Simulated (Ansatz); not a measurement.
An Ansatz (a first-principles code) run: ZnSe with a change (biaxial strain +0.83 %, plane normal [111], relaxed out of plane); Ansatz, LDA, PAW, cutoff 420 eV, no SOC.

Input:

Ansatz 0.2 input:
```yaml
crystal:
  lattice:
    - [3.9694967205, 0, 0]
    - [1.9847483603, 3.4376850002, 0]
    - [1.9847483603, -1.1458950001, 3.2010612082]
  atoms:
    - { symbol: Zn, position: [0, 0, 0] }
    - { symbol: Se, position: [0.5, 0.25, 0.75] }
basis: { ecutwfc: 420, ecutrho_ratio: 4, xc_grid: 2, fft_grid_basis: typed }
kpoints: { mp_grid: { grid: [10, 10, 10] } }
hamiltonian:
  xc: lda
  dispersion: none
  pseudopotentials: { kind: paw }
scf: { occupations: { method: fermi_dirac, width: 0.05 } }
relax: { f_tol: 0.005, max_steps: 50, cell: { stress_tol: 0.01, fix: [a, b, gamma] } }
output: { forces: true, stress: true }
checkpoint: { write: state.ck, write_every: 1000 }
```

Output (explanatory and most iteration lines left out):

```
Relaxation: its limit of steps is 50 (relax.max_steps)
Pseudopotential: Zn, paw, valence charge 12
Pseudopotential: Se, paw, valence charge 16
Crystal: 2 atoms, lattice volume = 43.681 Å³
Basis set: ecut = 420 eV, 869 PW (Γ), exchange–correlation on 54×54×54 points (8 copies of the dense FFT grid, shifted against one another)
Bands: 18, of which v1, the nominal top of the filled ones, is band 14 counted from 1 (13 counted from 0)
Symmetry: 6 space group operations
Space group: R3m (ITA 160), of the structure as read, at distance tolerance 3.5e-5 Å
k-points: 116 of 1000 (time reversal used)
Functional: x = slater, c = lda
SCF iter   1: F=—  HF=-8630.850274 eV  |F-HF|=—  |Δ(HF+E_count)|=         —  Δρ=5.40e-3  dr2=7.29e-3  ethr=1.77e-3  ⟨swp⟩=5.7  Hψ=10664  notcnv=0
SCF iter   2: F=—  HF=-8630.848023 eV  |F-HF|=—  |Δ(HF+E_count)|=   2.25e-3  Δρ=2.03e-3  dr2=8.75e-4  ethr=2.60e-5  ⟨swp⟩=2.0  Hψ=4398  notcnv=0
SCF 1 converged in 6 iterations: F = -8630.847808 eV  dr2 = 8.01e-9
relax step   1: F+E_penalty+E_count = -8630.84780759 eV  Δ(F+E_penalty+E_count) = +0.000e0 eV  max|allowed force component| = 8.806e-2 eV/Å  Δτ_max = 0.0000 Å  P = -0.847 GPa  Ω = 43.681 Å³  fix = [a, b, gamma]  reactions: a -1.382, b -1.382 GPa  (6 SCF iters, dr2 threshold 1.00e-7 eV, accepted)
[... steps on the carried basis left out ...]
relax step   4: F+E_penalty+E_count = -8630.84846940 eV  Δ(F+E_penalty+E_count) = -5.585e-6 eV  max|allowed force component| = 8.326e-5 eV/Å  Δτ_max = 0.0001 Å  P = -0.775 GPa  Ω = 43.622 Å³  energy of the carried Pulay correction = +1.728e-5 eV  fix = [a, b, gamma]  reactions: a -1.163, b -1.163 GPa  (4 SCF iters, dr2 threshold 4.25e-9 eV, accepted)
Crystal: 2 atoms, lattice volume = 43.622 Å³
SCF iter   1: F=—  HF=-8630.848452 eV  |F-HF|=—  |Δ(HF+E_count)|=         —  Δρ=2.29e-6  dr2=4.07e-10  ethr=8.42e-8  ⟨swp⟩=3.0  Hψ=15990  notcnv=0
SCF iter   2: F=—  HF=-8630.848452 eV  |F-HF|=—  |Δ(HF+E_count)|=   5.66e-8  Δρ=2.05e-6  dr2=7.14e-10  ethr=1.45e-12  ⟨swp⟩=3.2  Hψ=5250  notcnv=0
SCF 5 converged in 6 iterations: F = -8630.848452 eV  dr2 = 2.33e-14
SCF converged after 6 iterations
Free energy (F): -8630.848452 eV
Internal energy: -8630.848452 eV  (E = F + TS)
E sigma→0 (E₀):  -8630.848452 eV
Entropy (-TS):   -0.000000 eV (-0.000 meV/atom)
Fermi energy:    7.698657 eV
--- Forces (eV/Å), atoms counted from 1 ---
  atom   1  Zn    -0.00000000     0.00000000    -0.00010084
  atom   2  Se     0.00000000    -0.00000000     0.00010079
--- Stress (GPa, compression-positive) ---
       -1.163288       0.000000       0.000000
        0.000000      -1.163288      -0.000000
        0.000000      -0.000000       0.000327
  P = ⅓ Tr σ = -0.7754 GPa (-7.754 kbar)
--- Relaxed structure (4 steps of the walk, 4 accepted, 1 SCFs on fresh bases) ---
  cell:  # Å, volume = 43.6223 Å³
    - [3.9694967205046088, -2.886753937455339e-11, -4.133525347405025e-11]
    - [1.9847483602773044, 3.437685000181575, -2.7690191099383426e-12]
    - [1.9847483602772593, -1.145895000096414, 3.196741537026783]
  atoms:
    - { symbol: Zn, position: [0.0016331760181352512, -0.0008165880090676258, -0.0024497640272028768] }
    - { symbol: Se, position: [0.4983668239818646, 0.2508165880090676, 0.7524497640272028] }
```

Stability against distortions was not tested. The cell was made from ZnSe in the zinc blende structure (space group F-43m, No. 216) by this change: biaxial strain +0.83 %, plane normal [111], relaxed out of plane.
